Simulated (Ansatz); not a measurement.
The starting structures come from a database of crystals and need not be the phases stable at ambient conditions.

 Where the default PAW files enter, the runs use the earlier of Ansatz's two default sets.

**Evanescent states of SrNiF6 (R-3m, not sure to be the ambient phase, 8 atoms a cell, 12.0 Å³ an atom) along the normal of (110)**

Level of theory: r2SCAN (plane waves, PAW; Ansatz, a first-principles code).

The gap is the functional's own, uncorrected, and κ follows it; spin-orbit coupling is left out. Mid-gap values are interpolated between the computed energies.

Energies count from the valence-band top; κ is the least over a 8×6 mesh across the current.

| E (eV) | κ (1/Å) | where |
|---|---|---|
| 0.06 | 0.217 | Γ |
| 0.17 | 0.367 | Γ |
| 0.28 | 0.444 | Γ |
| 0.39 | 0.454 | Γ |
| 0.49 | [?] | Γ |
| 0.60 | [?] | Γ |
| 0.71 | [?] | Γ |
| 0.82 | [?] | Γ |
| 0.94 | [?] | Γ |
| 1.04 | [?] | Γ |
| 1.16 | 0.444 | Γ |
| 1.26 | [?] | Γ |
| 1.38 | [?] | Γ |
| 1.49 | [?] | Γ |
| 1.59 | [?] | Γ |
| 1.71 | 0.323 | Γ |
| 1.81 | 0.279 | Γ |
| 1.93 | 0.215 | Γ |
| 2.04 | 0.097 | Γ |

Task: Fill in the missing entries.

Result: 
- 0.49, κ (1/Å): 0.463
- 0.60, κ (1/Å): 0.470
- 0.71, κ (1/Å): 0.477
- 0.82, κ (1/Å): 0.479
- 0.94, κ (1/Å): 0.469
- 1.04, κ (1/Å): 0.458
- 1.26, κ (1/Å): 0.427
- 1.38, κ (1/Å): 0.408
- 1.49, κ (1/Å): 0.385
- 1.59, κ (1/Å): 0.358
